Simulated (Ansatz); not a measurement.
**Effect of 4 layers on hypothetical P6_3/mmc PbI2**

Consider PbI2 in the 2H-MoS2 type structure (space group P6_3/mmc, No. 194; a = 4.2732 Å, c = 14.3620 Å; a hypothetical phase, not in the database extracts checked).

Modification: a free-standing slab of 4 layers (12 atoms, 3 a layer) is cut normal to the stacking axis, with 15 Å of vacuum and the in-plane cell relaxed.

Computed with Ansatz (a first-principles code) PBEsol-D3(BJ), no spin-orbit coupling, earlier PAW set. Settings: 9×9×1 k-points, 0.05 eV Fermi–Dirac smearing, for the changed cell.

* **Layer's space group (with vacuum)**: P-3m1 (No. 164)
* **Shortest interatomic distance**: 3.202 Å (base 3.202 Å)
* **Band gap**: 1.58 eV (base 1.39 eV)
* **Gap character**: indirect, K–Γ (87 % along) → K
* **Smallest direct gap**: 1.92 eV (base 2.01 eV)
* **Electron mass (in plane)**: 0.52 mₑ (at K)
* **Excess energy per area of both faces (slab less bulk energy over the cell's area: twice a surface energy)**: 0.36 J/m²
* **Thickness between the outermost nuclei**: 25.65 Å
* **In-plane lattice parameter a**: 4.276 Å (base 4.273 Å)

Final structure:

```yaml
crystal:
  lattice:
    - [4.27637, 0.00000, 0.00000]
    - [2.13818, 3.70344, 0.00000]
    - [0.00000, 0.00000, 40.62443]
  atoms:
    - { symbol: I, position: [0.33333, 0.33333, 0.18435] }
    - { symbol: Pb, position: [0.66667, 0.66667, 0.23478] }
    - { symbol: I, position: [0.33333, 0.33333, 0.28509] }
    - { symbol: I, position: [0.66667, 0.66667, 0.36145] }
    - { symbol: Pb, position: [0.33333, 0.33333, 0.41166] }
    - { symbol: I, position: [0.66667, 0.66667, 0.46187] }
    - { symbol: I, position: [0.33333, 0.33333, 0.53813] }
    - { symbol: Pb, position: [0.66667, 0.66667, 0.58834] }
    - { symbol: I, position: [0.33333, 0.33333, 0.63855] }
    - { symbol: I, position: [0.66667, 0.66667, 0.71491] }
    - { symbol: Pb, position: [0.33333, 0.33333, 0.76522] }
    - { symbol: I, position: [0.66667, 0.66667, 0.81565] }
```

Slab and bulk use different k-meshes, which limits the precision of the excess energy. Spin-orbit coupling, missing from the scalar runs, can matter with I and Pb. Masses are band curvatures over ±0.01 Å⁻¹ around the edge. Whether these cells are dynamically stable was not tested. Labels are those of the standard path for the cell's own space group.
